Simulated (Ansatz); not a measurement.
Defect: Mo-vacancy pair (Mo on one host W site, one W site vacant) in bcc W, neutral cell. Level of theory: PBE, PAW (plane waves to 420 eV; Ansatz, a first-principles code).

36-site cell at the relaxed PBE lattice, a 2×2×3 k-point mesh shifted by half a step, smearing 0.10 eV, spin-restricted, no finite-size correction. Energies are static. Spin-orbit coupling is left out. Forms of the defect that were not tried may lie lower.

Barriers: single points on a 3×3×5 k-point mesh shifted by half a step at the bands' geometries (they differ from the bands' own by up to 0.11 eV, and are uncertain by about as much).

Relaxed starting cell (atoms counted from 1):

```
CELL_PARAMETERS angstrom
      9.55287     0.00000     0.00000
      0.00000     9.55287     0.00000
      0.00000     0.00000     6.36858
ATOMIC_POSITIONS crystal
  Mo 0.00085 0.00136 0.00564
  W  0.00073 0.00130 0.49862
  W  0.00088 0.33208 0.00527
  W  0.00089 0.33121 0.49799
  W  0.99954 0.66644 0.00154
  W  0.99956 0.66667 0.50221
  W  0.33149 0.00146 0.00538
  W  0.33073 0.00146 0.49806
  W  0.33079 0.33132 0.00533
  W  0.33082 0.33135 0.49833
  W  0.33233 0.66652 0.00151
  W  0.33221 0.66664 0.50206
  W  0.66590 0.00008 0.00156
  W  0.66613 0.00013 0.50224
  W  0.66598 0.33290 0.00151
  W  0.66610 0.33277 0.50206
  W  0.66599 0.66655 0.00206
  W  0.66594 0.66651 0.50147
  W  0.16586 0.16642 0.75215
  W  0.16597 0.49799 0.25192
  W  0.16593 0.49823 0.75176
  W  0.16573 0.83526 0.25156
  W  0.16587 0.83523 0.75220
  W  0.49742 0.16654 0.25193
  W  0.49766 0.16650 0.75180
  W  0.49897 0.49955 0.25180
  W  0.49782 0.49840 0.75191
  W  0.49899 0.83355 0.25195
  W  0.49792 0.83471 0.75190
  W  0.83468 0.16630 0.25158
  W  0.83467 0.16644 0.75216
  W  0.83296 0.49958 0.25193
  W  0.83412 0.49851 0.75185
  W  0.83314 0.83370 0.25192
  W  0.83439 0.83496 0.75224
```

End state 1 differs by these moves (Å; atoms that move under 0.08 Å are left out):

```
atom  element    Δx    Δy    Δz
----  -------  ----  ----  ----
1          Mo  1.56  1.56  1.54
```

Problem. Predict the forward and backward barriers to end state 1 from PBE, PAW.

Solution. forward 1.46 eV, backward 1.46 eV; at the saddle point atom 1 has neighbours 2 W at 2.68, W at 2.70, 2 W at 2.74, W at 2.76, W at 3.23, 2 W at 3.24 Å. The saddle point's order was not checked, and it lies on a symmetry element of the cell, where a band can be held.

End state 2 differs by these moves (Å; atoms that move under 0.08 Å are left out):

```tsv
atom	element	Δx	Δy	Δz
2	W	1.56	1.56	-1.55
```

Problem. What forward and backward barriers to end state 2 does PBE, PAW give?

Solution. forward 1.69 eV, backward 1.61 eV; at the saddle point atom 2 has neighbours Mo at 2.74; 2 W at 2.68, W at 2.70, 2 W at 2.72, W at 3.26, 2 W at 3.28 Å. The saddle point's order was not checked, and it lies on a symmetry element of the cell, where a band can be held.
